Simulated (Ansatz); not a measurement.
Consider TiB₂ (space group P6/mmm, No. 191; a = 3.0320 Å, c = 3.2243 Å).

The values are results of PBE (Ansatz, an electronic-structure program; PAW; 420 eV plane waves; without spin-orbit coupling), not measurements.

One change was made to it. Results:

The volume per atom falls by 0.81 Å³, from 8.56 Å³ to 7.75 Å³; the c/a ratio decreases by 0.013 (1.063 → 1.050).

Name the change that was made.
(A) pressure 7 GPa
(B) pressure 15 GPa
(C) pressure 30 GPa
(D) pressure −1 GPa

C, pressure 30 GPa. For comparison, the volume per atom in the other runs: pressure 7 GPa gives 8.33 Å³; pressure −1 GPa gives 8.59 Å³; pressure 15 GPa gives 8.11 Å³.

Load acts through the strain it causes; cell and atoms are relaxed under it. Stability against distortions was not tested. No other phases were tried under pressure. All final runs are without spin polarisation.
